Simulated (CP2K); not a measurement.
**A self-consistent single point of CdH (P6_3mc, 4 atoms in the cell) with CP2K**

Method: PBEsol, GPW, DZVP-MOLOPT-SR-GTH basis, GTH-PBE potentials (GTH_POTENTIALS) in CP2K 2026.2.

This input was run:

```
&GLOBAL
  PROJECT cdh
  RUN_TYPE ENERGY_FORCE
  PRINT_LEVEL MEDIUM
&END GLOBAL
&FORCE_EVAL
  METHOD Quickstep
  STRESS_TENSOR ANALYTICAL
  &DFT
    BASIS_SET_FILE_NAME BASIS_MOLOPT
    POTENTIAL_FILE_NAME GTH_POTENTIALS
    &QS
      METHOD GPW
      EPS_DEFAULT 1E-10
    &END QS
    &MGRID
      CUTOFF 500
      REL_CUTOFF 50
      NGRIDS 5
    &END MGRID
    &SCF
      SCF_GUESS ATOMIC
      EPS_SCF 1E-6
      MAX_SCF 100
      ADDED_MOS 5
      &DIAGONALIZATION
        ALGORITHM STANDARD
      &END DIAGONALIZATION
      &MIXING
        METHOD BROYDEN_MIXING
        ALPHA 0.3
        NBUFFER 10
      &END MIXING
      &SMEAR ON
        METHOD MARZARI_VANDERBILT
        SIGMA [eV] 0.272
      &END SMEAR
    &END SCF
    &KPOINTS
      SCHEME MONKHORST-PACK 10 10 4
    &END KPOINTS
    &XC
      &XC_FUNCTIONAL
        &PBE
          PARAMETRIZATION PBESOL
        &END PBE
      &END XC_FUNCTIONAL
    &END XC
    &PRINT
      &MO
        EIGENVALUES T
        OCCUPATION_NUMBERS T
        NDIGITS 8
        FILENAME mo
        &EACH
          QS_SCF 0
        &END EACH
        ADD_LAST NUMERIC
      &END MO
      &MULLIKEN ON
      &END MULLIKEN
    &END PRINT
  &END DFT
  &SUBSYS
    &CELL
      ABC 3.06053000 3.06053023 7.24012000
      ALPHA_BETA_GAMMA 90.00000000 90.00000000 119.99999746
      PERIODIC XYZ
    &END CELL
    &COORD
      SCALED
      Cd       0.33333300     0.66666700     0.05207000
      Cd       0.66666700     0.33333300     0.55207000
      H        0.33333300     0.66666700     0.32293000
      H        0.66666700     0.33333300     0.82293000
    &END COORD
    &KIND Cd
      BASIS_SET DZVP-MOLOPT-SR-GTH
      POTENTIAL GTH-PBE-q12
    &END KIND
    &KIND H
      BASIS_SET DZVP-MOLOPT-SR-GTH
      POTENTIAL GTH-PBE-q1
    &END KIND
  &END SUBSYS
  &PRINT
    &FORCES ON
    &END FORCES
    &STRESS_TENSOR ON
    &END STRESS_TENSOR
  &END PRINT
&END FORCE_EVAL
```

The program printed (abridged):

```
 GLOBAL| Method name                                                        CP2K
 GLOBAL| Project name                                                        cdh
 GLOBAL| Run type                                                   ENERGY_FORCE

 CELL| Volume [angstrom^3]:                                            58.731315
 CELL| Vector a [angstrom]:       3.061     0.000     0.000   |a| =     3.060530
 CELL| Vector b [angstrom]:      -1.530     2.650     0.000   |b| =     3.060530
 CELL| Vector c [angstrom]:       0.000     0.000     7.240   |c| =     7.240120
 CELL| Angle (b,c), alpha [degree]:                                    90.000000
 CELL| Angle (a,c), beta  [degree]:                                    90.000000
 CELL| Angle (a,b), gamma [degree]:                                   119.999997
 CELL| Numerically orthorhombic:                                              NO
 CELL| Periodicity                                                           XYZ

 DFT| Spin restricted Kohn-Sham (RKS) calculation                            RKS
 DFT| Multiplicity                                                             1
 DFT| Number of spin states                                                    1
 DFT| Charge                                                                   0
 DFT| XC density smoothing                                                  NONE
 DFT| XC derivatives                                                          PW

 QS| Method:                                                                 GPW
 QS| Density plane wave grid type                        NON-SPHERICAL FULLSPACE
 QS| Number of grid levels:                                                    5
 QS| Density cutoff [a.u.]:                                                250.0
 QS| Multi grid cutoff [a.u.]: 1) grid level                               250.0
   [... lines left out ...]
 BRILLOUIN| Wavefunction type                                            COMPLEX
 BRILLOUIN| List of Kpoints [2 Pi/Bohr]                                      200
 BRILLOUIN| Number           Weight            X              Y              Z
 BRILLOUIN|     1           0.00500       -0.45000       -0.45000       -0.37500
 BRILLOUIN|     2           0.00500       -0.45000       -0.45000       -0.12500
 BRILLOUIN|     3           0.00500       -0.45000       -0.45000        0.12500
   [... 197 lines left out ...]
 *******************************************************************************

 Extrapolation method: initial_guess

 Re-scaling the density matrix to get the right number of electrons
                  # Electrons              Trace(P)               Scaling factor
                           26                26.000                        1.000

 Number of electrons:                                                         26
 Number of occupied orbitals:                                                 13
 Number of molecular orbitals:                                                18

 Number of orbital functions:                                                 60
 Number of independent orbital functions:                                     60
 SCF WAVEFUNCTION OPTIMIZATION

  Step     Update method      Time    Convergence         Total energy    Change
     1 NoMix/Diag. 0.30E+00      -     0.76052152       -92.9945553290 -9.30E+01
     2 Broy./Diag. 0.30E+00      -     0.05342816       -93.9740091011 -9.79E-01
     3 Broy./Diag. 0.30E+00      -     0.06564282       -93.2901199449  6.84E-01
     4 Broy./Diag. 0.30E+00      -     0.00821313       -93.0059577983  2.84E-01
     5 Broy./Diag. 0.30E+00      -     0.00381314       -93.0441020489 -3.81E-02
     6 Broy./Diag. 0.30E+00      -     0.00065411       -93.0557698162 -1.17E-02
     7 Broy./Diag. 0.30E+00      -     0.00011167       -93.0535017815  2.27E-03
     8 Broy./Diag. 0.30E+00      -     0.00005418       -93.0531370980  3.65E-04
     9 Broy./Diag. 0.30E+00      -     0.00000402       -93.0532215149 -8.44E-05
    10 Broy./Diag. 0.30E+00      -     0.00000538       -93.0532089068  1.26E-05
    11 Broy./Diag. 0.30E+00      -     0.00000077       -93.0532002403  8.67E-06
  *** SCF run converged in    11 steps ***

  Electronic density on regular grids:        -25.9999999967        0.0000000033
  Core density on regular grids:               25.9999999970       -0.0000000030
  Total charge density on r-space grids:        0.0000000002
  Total charge density g-space grids:           0.0000000002

  Overlap energy of the core charge distribution:               0.00000000158018
  Self energy of the core charge distribution:               -150.53603888296954
  Core Hamiltonian energy:                                     48.76739634584290
  Hartree energy:                                              22.38610876927102
  Exchange-correlation energy:                                -13.67060861455345
  Smearing free energy correction:                             -0.00005785992859
  Fermi energy:                                                 0.18345148300925

  Total energy:                                               -93.05320024032305

                     Mulliken Population Analysis

 #  Atom  Element  Kind  Atomic population                           Net charge
       1     Cd       1         12.146224                             -0.146224
       2     Cd       1         12.146228                             -0.146228
       3     H        2          0.853774                              0.146226
       4     H        2          0.853774                              0.146226
 # Total charge                             26.000000                 -0.000000

 ENERGY| Total FORCE_EVAL ( QS ) energy [hartree]            -93.053202200025297

 FORCES| Atomic forces [hartree/bohr]
 FORCES|   Atom     x               y               z               |f|
 FORCES|      1 -6.71710701E-05  3.87739292E-05  1.56596435E-03   1.56788383E-03
 FORCES|      2  6.71661670E-05 -3.87767491E-05  1.56594576E-03   1.56786513E-03
 FORCES|      3 -1.34376262E-04  7.75749961E-05 -1.58139226E-03   1.58898595E-03
 FORCES|      4  1.34381166E-04 -7.75721757E-05 -1.58127202E-03   1.58886656E-03
 FORCES| Sum     6.90952016E-14  5.51630898E-13 -3.07541803E-05
 FORCES| Total atomic force                                       3.07541803E-05

 STRESS| Analytical stress tensor [bar]
 STRESS|                        x                   y                   z
 STRESS|      x       -2.60128484697E+04   2.37756735352E+02  -4.22144677283E-02
 STRESS|      y        2.37756735352E+02  -2.57383309635E+04  -4.21256446688E-02
 STRESS|      z       -4.22144677283E-02  -4.21256446688E-02  -4.04905726656E+04
 STRESS| 1/3 Trace                                            -3.07472506996E+04
```

The run converged in 11 iterations.

The starting cell comes from a database of computed structures (which also holds hypothetical and non-ambient phases and stackings), without a prior relaxation at this level. Values carry the incompleteness of an atom-centred basis. The potentials were made for another functional than the one used. With a pressure of about -3 GPa the cell is away from its equilibrium volume at this level.

Cost on one core of a shared machine: roughly 80 s.
